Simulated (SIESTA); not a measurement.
Band structure of HfW₂ (Fd-3m, 6 atoms in the cell).

```
CELL_PARAMETERS angstrom
      0.00000     3.79442     3.79442
      3.79442     0.00000     3.79442
      3.79442     3.79442     0.00000
ATOMIC_POSITIONS crystal
  Hf 0.50000 0.50000 0.50000
  Hf 0.75000 0.75000 0.75000
  W  0.12500 0.12500 0.12500
  W  0.62500 0.12500 0.12500
  W  0.12500 0.12500 0.62500
  W  0.12500 0.62500 0.12500
```

Method: SIESTA with LDA PW92, numerical atomic orbitals DZP, PseudoDojo LDA standard norm-conserving potentials (rewritten from UPF to PSML).

Settings: XC.functional = LDA; XC.authors = PW92; potentials = PseudoDojo LDA standard; PAO.BasisSize = DZP; PAO.EnergyShift = 0.01 Ry; MeshCutoff = 400 Ry; kgrid.MonkhorstPack = 9 9 9; OccupationFunction = MP; OccupationMPOrder = 0; ElectronicTemperature = 136 meV; MaxSCFIterations = 150; SCF.Mixer.Method = Pulay; SCF.Mixer.Weight = 0.1; SCF.Mixer.History = 6.

The starting cell comes from a database of computed structures (which also holds hypothetical and non-ambient phases and stackings), without a prior relaxation at this level. Spin-orbit coupling is off. Spin polarisation is off. Values carry the incompleteness of an atom-centred basis.

Levels in eV from the Fermi level, bands 37 to 42:
| point | 37 | 38 | 39 | 40 | 41 | 42 |
|---|---|---|---|---|---|---|
| Γ | 0.19 | 0.19 | 0.19 | 1.17 | 1.17 | 1.17 |
| X | -1.35 | -1.35 | -1.22 | -1.22 | -0.36 | -0.36 |
| W | -0.96 | -0.96 | -0.83 | -0.83 | -0.17 | -0.17 |
| K | -1.41 | -1.36 | -0.83 | -0.76 | -0.16 | 0.33 |
| L | -1.28 | -1.23 | -1.04 | -1.04 | 1.62 | 1.62 |
| U | -1.41 | -1.36 | -0.83 | -0.76 | -0.16 | 0.33 |

Bands cross the Fermi level along this path, so the cell is metallic at this level.

Higher empty bands are left out: an atom-centred basis made for the valence describes them poorly.
